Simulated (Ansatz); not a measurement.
Dilute random carbon in silicon, 4x4x4 cubic cells

Prepared with Erhart-Albe potential (SiC_Erhart-Albe.tersoff) (LAMMPS): minimisation. Geometry as solved with PBE, support functions at accuracy medium on the grid of 420 eV run with Ansatz (an electronic-structure program).

```xyz
512
Lattice="21.79 0.00 0.00 0.00 21.79 0.00 0.00 0.00 21.79" Properties=species:S:1:pos:R:3 pbc="T T T"
Si    -0.01     0.00     0.00
Si     1.35     1.37     1.36
Si     2.73     2.72     0.00
Si     4.09     4.09     1.36
Si     2.72     0.00     2.72
Si     4.08     1.37     4.09
Si    -0.01     2.73     2.72
Si     1.35     4.10     4.09
Si    -0.02     0.00     5.44
Si     1.35     1.36     6.81
Si     2.72     2.73     5.45
Si     4.07     4.11     6.81
Si     2.72     0.00     8.17
Si     4.10     1.35     9.53
Si    -0.03     2.73     8.15
Si     1.34     4.09     9.52
Si    -0.01     0.00    10.89
Si     1.36     1.36    12.25
Si     2.72     2.73    10.89
Si     4.09     4.09    12.26
Si     2.73     0.00    13.62
Si     4.10     1.36    14.98
Si    -0.01     2.73    13.62
Si     1.35     4.09    14.99
Si    -0.01     0.00    16.34
Si     1.36     1.36    17.70
Si     2.73     2.72    16.34
Si     4.10     4.08    17.70
Si     2.72     0.00    19.06
Si     4.10     1.36    20.42
Si    -0.01     2.73    19.06
Si     1.36     4.09    20.43
Si    -0.01     5.45     0.01
Si     1.35     6.81     1.37
Si     2.72     8.17     0.00
Si     4.07     9.53     1.38
Si     2.72     5.45     2.72
Si     4.09     6.82     4.08
Si    -0.02     8.17     2.73
Si     1.30     9.54     4.14
Si    -0.02     5.46     5.45
Si     1.30     6.86     6.81
Si     2.71     8.18     5.45
Si     4.09     9.54     6.81
Si     2.70     5.49     8.17
Si     4.11     6.82     9.54
Si    -0.09     8.25     8.18
Si     1.35     9.53     9.54
Si    -0.01     5.46    10.89
Si     1.36     6.81    12.26
Si     2.72     8.17    10.90
Si     4.09     9.53    12.25
Si     2.72     5.44    13.62
Si     4.09     6.81    14.98
Si    -0.01     8.17    13.62
Si     1.36     9.53    14.97
Si    -0.03     5.44    16.36
Si     1.35     6.81    17.70
Si     2.72     8.18    16.34
Si     4.10     9.54    17.70
Si     2.73     5.44    19.06
Si     4.09     6.81    20.42
Si    -0.02     8.17    19.06
Si     1.35     9.53    20.43
Si    -0.03    10.87     0.00
Si     1.35    12.24     1.36
Si     2.73    13.61     0.01
Si     4.10    14.98     1.37
Si     2.69    10.89     2.76
Si     4.09    12.25     4.09
Si    -0.01    13.62     2.72
Si     1.36    14.98     4.08
Si    -0.08    10.90     5.53
Si     1.35    12.26     6.81
Si     2.72    13.62     5.45
Si     4.09    14.97     6.81
Si     2.72    10.89     8.17
Si     4.08    12.25     9.53
Si    -0.08    13.54     8.16
Si     1.31    14.92     9.53
Si    -0.08    10.89    10.82
Si     1.31    12.25    12.20
Si     2.71    13.61    10.89
Si     4.08    14.97    12.25
Si     2.70    10.90    13.59
Si     4.08    12.25    14.96
Si    -0.02    13.61    13.61
Si     1.35    14.97    14.97
Si    -0.01    10.89    16.34
Si     1.36    12.25    17.70
Si     2.72    13.61    16.33
Si     4.11    14.97    17.69
Si     2.72    10.89    19.06
Si     4.09    12.25    20.42
Si    -0.02    13.61    19.06
Si     1.36    14.97    20.42
Si    -0.01    16.34     0.01
Si     1.35    17.71     1.36
Si     2.72    19.06     0.00
Si     4.09    20.42     1.36
Si     2.72    16.34     2.72
Si     4.10    17.70     4.07
Si    -0.03    19.08     2.72
Si     1.35    20.42     4.08
Si    -0.01    16.34     5.44
Si     1.36    17.69     6.81
Si     2.73    19.06     5.44
Si     4.09    20.42     6.81
Si     2.69    16.31     8.18
Si     4.08    17.68     9.54
Si    -0.01    19.06     8.17
Si     1.36    20.42     9.53
Si    -0.01    16.32    10.89
Si     1.35    17.69    12.25
Si     2.72    19.05    10.89
Si     4.09    20.42    12.25
Si     2.72    16.34    13.62
Si     4.10    17.70    14.98
Si    -0.01    19.05    13.61
Si     1.36    20.42    14.97
Si    -0.01    16.33    16.33
Si     1.36    17.69    17.70
Si     2.73    19.06    16.34
Si     4.10    20.43    17.70
Si     2.73    16.33    19.05
Si     4.09    17.70    20.42
Si    -0.01    19.06    19.06
Si     1.36    20.43    20.42
Si     5.46     0.00    -0.01
Si     6.81     1.36     1.36
Si     8.18     2.72     0.00
Si     9.54     4.08     1.36
Si     8.18     0.00     2.71
Si     9.54     1.35     4.08
Si     5.45     2.73     2.72
Si     6.81     4.09     4.08
Si     5.45     0.00     5.44
Si     6.81     1.37     6.81
Si     8.18     2.72     5.44
Si     9.57     4.09     6.77
Si     8.18     0.00     8.18
Si     9.55     1.37     9.54
Si     5.44     2.74     8.17
Si     6.83     4.09     9.52
Si     5.47    -0.02    10.89
Si     6.82     1.36    12.25
Si     8.18     2.73    10.90
Si     9.55     4.09    12.27
Si     8.18     0.00    13.62
Si     9.55     1.37    14.99
Si     5.47     2.73    13.62
Si     6.84     4.09    15.00
Si     5.48     0.02    16.34
Si     6.89     1.36    17.70
Si     8.25     2.77    16.37
Si     9.65     4.16    17.74
Si     8.24    -0.05    19.06
Si     9.56     1.36    20.42
Si     5.48     2.71    19.06
Si     6.82     4.08    20.42
Si     5.46     5.45     0.00
Si     6.85     6.81     1.33
Si     8.24     8.17    -0.05
Si     9.58     9.50     1.36
Si     8.19     5.45     2.72
Si     9.55     6.81     4.08
Si     5.47     8.17     2.71
Si     6.82     9.53     4.08
Si     5.45     5.46     5.45
Si     6.82     6.82     6.81
Si     8.19     8.17     5.45
Si     9.55     9.54     6.81
Si     8.20     5.45     8.15
Si     9.55     6.81     9.53
Si     5.47     8.19     8.17
Si     6.85     9.56     9.53
Si     5.48     5.45    10.91
Si     6.85     6.81    12.29
Si     8.19     8.18    10.90
Si     9.54     9.54    12.26
Si     8.23     5.45    13.67
Si     9.62     6.82    15.05
Si     5.45     8.17    13.62
Si     6.82     9.54    14.98
Si     5.46     5.45    16.34
Si     6.83     6.81    17.70
Si     8.18     8.17    16.34
Si     9.62     9.46    17.69
Si     8.19     5.44    19.07
Si     9.62     6.81    20.35
Si     5.46     8.17    19.06
Si     6.83     9.53    20.42
Si     5.45    10.89     0.01
Si     6.83    12.24     1.37
Si     8.18    13.60     0.00
Si     9.54    14.97     1.36
Si     8.21    10.87     2.72
Si     9.55    12.25     4.09
Si     5.47    13.61     2.74
Si     6.85    14.97     4.12
Si     5.46    10.89     5.45
Si     6.83    12.26     6.81
Si     8.23    13.62     5.49
Si     9.62    14.98     6.88
Si     8.23    10.95     8.18
Si     9.62    12.33     9.55
Si     5.45    13.62     8.17
Si     6.82    14.98     9.54
Si     5.45    10.90    10.89
Si     6.81    12.26    12.25
Si     8.19    13.62    10.90
Si     9.62    14.97    12.19
Si     8.18    10.90    13.62
Si     9.55    12.26    14.98
Si     5.46    13.62    13.61
Si     6.86    14.98    14.95
Si     5.46    10.91    16.33
Si     6.88    12.25    17.69
Si     8.24    13.66    16.34
Si     9.62    15.05    17.71
Si     8.23    10.85    19.05
Si     9.55    12.24    20.42
Si     5.48    13.60    19.06
Si     6.82    14.97    20.42
Si     5.47    16.34     0.00
Si     6.86    17.71     1.33
Si     8.25    19.08    -0.05
Si     9.58    20.45     1.35
Si     8.19    16.33     2.72
Si     9.54    17.70     4.09
Si     5.47    19.06     2.70
Si     6.82    20.42     4.08
Si     5.45    16.34     5.45
Si     6.81    17.70     6.81
Si     8.17    19.06     5.44
Si     9.54    20.41     6.81
Si     8.19    16.34     8.17
Si     9.62    17.62     9.53
Si     5.44    19.05     8.17
Si     6.84    20.38     9.54
Si     5.47    16.34    10.91
Si     6.86    17.69    12.28
Si     8.23    19.01    10.89
Si     9.54    20.42    12.26
Si     8.28    16.33    13.62
Si     9.62    17.70    15.04
Si     5.47    19.06    13.62
Si     6.82    20.43    14.98
Si     5.48    16.33    16.32
Si     6.83    17.70    17.69
Si     8.19    19.06    16.33
Si     9.62    20.35    17.69
Si     8.19    16.34    19.06
Si     9.62    17.70    20.35
Si     5.46    19.06    19.06
Si     6.84    20.42    20.42
Si    10.95     0.00    -0.05
Si    12.33     1.42     1.32
Si    13.81     2.96     0.15
C     14.96     4.09     1.34
Si    13.61     0.00     2.72
Si    14.97     1.44     4.00
Si    10.91     2.70     2.70
Si    12.33     4.07     3.99
Si    10.90    -0.01     5.45
Si    12.26     1.36     6.81
Si    13.61     2.72     5.44
Si    14.98     4.09     6.80
Si    13.61     0.00     8.17
Si    14.97     1.36     9.54
Si    10.91     2.74     8.17
Si    12.28     4.10     9.54
Si    10.91     0.01    10.91
Si    12.26     1.36    12.32
Si    13.62     2.71    10.92
Si    14.98     4.09    12.26
Si    13.61    -0.05    13.67
Si    14.97     1.35    14.98
Si    10.91     2.77    13.67
Si    12.26     4.16    15.06
Si    10.90    -0.02    16.33
Si    12.26     1.36    17.70
Si    13.62     2.73    16.34
Si    14.90     4.16    17.70
Si    13.62     0.04    19.11
Si    14.97     1.44    20.49
Si    10.95     2.73    19.11
Si    12.33     4.17    20.42
Si    10.90     5.45    -0.01
Si    12.33     6.75     1.35
Si    13.62     8.17    -0.01
Si    14.98     9.53     1.36
Si    13.81     5.25     2.51
Si    14.97     6.73     4.00
Si    10.96     8.14     2.73
Si    12.27     9.56     4.10
Si    10.95     5.44     5.39
Si    12.27     6.81     6.80
Si    13.62     8.13     5.39
Si    14.98     9.50     6.77
Si    13.65     5.48     8.17
Si    15.02     6.86     9.53
Si    10.91     8.18     8.17
Si    12.26     9.55     9.54
Si    10.91     5.45    10.90
Si    12.27     6.82    12.26
Si    13.63     8.18    10.89
Si    15.01     9.55    12.21
Si    13.62     5.45    13.62
Si    14.90     6.81    15.05
Si    10.90     8.18    13.62
Si    12.28     9.49    15.01
Si    11.10     5.65    16.54
C     12.26     6.82    17.70
Si    13.42     7.98    16.53
Si    14.90     9.43    17.74
Si    13.42     5.65    18.87
Si    14.89     6.74    20.42
Si    11.10     7.97    18.86
Si    12.26     9.46    20.35
Si    10.92    10.84    -0.04
Si    12.28    12.25     1.32
Si    13.61    13.66    -0.05
Si    14.97    14.98     1.36
Si    13.65    10.91     2.73
Si    15.03    12.25     4.13
Si    10.91    13.60     2.71
Si    12.26    14.96     4.08
Si    10.91    10.94     5.49
Si    12.27    12.32     6.88
Si    13.63    13.60     5.46
Si    14.95    14.92     6.89
Si    13.63    10.88     8.15
Si    14.91    12.32     9.52
Si    11.10    13.81     8.37
C     12.27    14.96     9.54
Si    10.90    10.92    10.92
Si    12.26    12.33    12.24
Si    13.42    13.80    10.71
Si    14.90    14.98    12.19
Si    13.64    10.89    13.59
Si    14.97    12.24    14.98
Si    10.91    13.66    13.66
Si    12.26    15.05    15.05
Si    10.91    10.89    16.32
Si    12.26    12.25    17.70
Si    13.62    13.62    16.33
Si    14.90    15.05    17.69
Si    13.62    10.89    19.07
Si    14.97    12.26    20.42
Si    10.90    13.62    19.06
Si    12.25    15.05    20.35
Si    10.90    16.33    -0.01
Si    12.26    17.70     1.35
Si    13.62    19.07    -0.01
Si    14.97    20.43     1.36
Si    13.61    16.34     2.72
Si    14.97    17.69     4.10
Si    10.90    19.06     2.72
Si    12.26    20.40     4.11
Si    10.90    16.33     5.45
Si    12.27    17.61     6.88
Si    13.61    19.01     5.49
Si    14.97    20.44     6.78
Si    13.45    16.11     8.37
Si    14.90    17.63     9.53
Si    10.91    19.05     8.17
Si    12.26    20.42     9.54
Si    11.11    16.13    10.70
Si    12.26    17.62    12.19
Si    13.62    19.05    10.90
Si    14.97    20.42    12.27
Si    13.62    16.34    13.62
Si    14.90    17.70    15.06
Si    10.90    19.02    13.57
Si    12.25    20.32    15.03
Si    11.10    16.54    16.54
C     12.26    17.70    17.70
Si    13.42    18.88    16.55
Si    14.89    20.38    17.74
Si    13.42    16.54    18.86
Si    14.90    17.71    20.35
Si    11.10    18.87    18.86
Si    12.27    20.36    20.35
Si    16.33     0.02     0.00
Si    17.62     1.44     1.35
Si    19.04     2.74     0.00
Si    20.40     4.11     1.38
Si    19.00     0.05     2.72
Si    20.40     1.37     4.08
Si    16.13     2.93     2.51
Si    17.61     4.10     4.00
Si    16.32     0.05     5.39
Si    17.68     1.36     6.80
Si    19.00     2.73     5.39
Si    20.38     4.09     6.78
Si    19.03    -0.02     8.17
Si    20.40     1.35     9.52
Si    16.33     2.73     8.17
Si    17.69     4.09     9.53
Si    16.33    -0.01    10.90
Si    17.70     1.36    12.25
Si    19.05     2.72    10.89
Si    20.41     4.09    12.25
Si    19.05     0.00    13.62
Si    20.41     1.36    14.98
Si    16.33     2.72    13.61
Si    17.69     4.10    14.96
Si    16.28    -0.04    16.35
Si    17.63     1.37    17.70
Si    19.03     2.72    16.34
Si    20.37     4.08    17.73
Si    19.03     0.01    19.06
Si    20.41     1.37    20.42
Si    16.28     2.77    19.06
Si    17.61     4.08    20.49
Si    16.09     5.25     0.15
Si    17.59     6.74     1.34
Si    19.00     8.12     0.00
Si    20.38     9.50     1.36
Si    19.03     5.49     2.74
Si    20.40     6.86     4.13
Si    16.33     8.17     2.72
Si    17.69     9.52     4.09
Si    16.33     5.46     5.44
Si    17.69     6.82     6.80
Si    19.05     8.25     5.52
Si    20.21     9.73     7.01
Si    19.05     5.46     8.17
Si    20.40     6.83     9.54
Si    16.41     8.25     8.16
Si    17.86     9.76     9.33
Si    16.34     5.46    10.89
Si    17.66     6.87    12.24
Si    19.02     8.26    10.83
Si    20.41     9.53    12.25
Si    19.05     5.48    13.59
Si    20.41     6.81    14.98
Si    16.28     8.18    13.65
Si    17.68     9.53    14.99
Si    16.32     5.45    16.33
Si    17.68     6.80    17.71
Si    19.05     8.17    16.35
Si    20.40     9.54    17.70
Si    19.00     5.44    19.11
Si    20.40     6.80    20.43
Si    16.32     8.12    19.12
Si    17.68     9.53    20.43
Si    16.33    10.90     0.00
Si    17.70    12.25     1.37
Si    19.05    13.62     0.00
Si    20.40    14.98     1.37
Si    19.05    10.89     2.73
Si    20.42    12.26     4.09
Si    16.33    13.61     2.73
Si    17.66    14.93     4.17
Si    16.41    10.88     5.51
Si    17.89    12.05     7.01
Si    19.05    13.54     5.52
Si    20.42    14.97     6.81
C     19.05    10.90     8.17
Si    20.21    12.05     9.33
Si    16.40    13.53     8.18
Si    17.68    14.97     9.54
Si    16.36    10.94    10.82
Si    17.68    12.26    12.24
Si    19.04    13.54    10.82
Si    20.41    14.92    12.20
Si    19.04    10.89    13.61
Si    20.40    12.25    14.97
Si    16.28    13.60    13.57
Si    17.65    14.96    14.94
Si    16.27    10.83    16.35
Si    17.62    12.25    17.70
Si    19.01    13.60    16.32
Si    20.39    14.96    17.69
Si    19.02    10.90    19.06
Si    20.40    12.25    20.42
Si    16.28    13.66    19.05
Si    17.68    14.98    20.42
Si    16.28    16.34    -0.05
Si    17.66    17.68     1.35
Si    19.04    19.05     0.01
Si    20.38    20.45     1.36
Si    19.01    16.31     2.76
Si    20.40    17.70     4.08
Si    16.32    19.06     2.73
Si    17.69    20.43     4.08
Si    16.29    16.32     5.51
Si    17.68    17.69     6.81
Si    19.04    19.06     5.45
Si    20.41    20.42     6.81
Si    19.05    16.33     8.17
Si    20.40    17.69     9.54
Si    16.28    19.03     8.16
Si    17.66    20.39     9.53
Si    16.32    16.34    10.90
Si    17.66    17.70    12.29
Si    19.03    19.05    10.91
Si    20.41    20.42    12.26
Si    19.05    16.30    13.58
Si    20.41    17.67    14.96
Si    16.29    19.06    13.67
Si    17.68    20.42    14.99
Si    16.33    16.33    16.33
Si    17.68    17.70    17.70
Si    19.05    19.05    16.33
Si    20.41    20.43    17.70
Si    19.05    16.34    19.06
Si    20.41    17.70    20.42
Si    16.33    19.07    19.06
Si    17.69    20.43    20.43
```
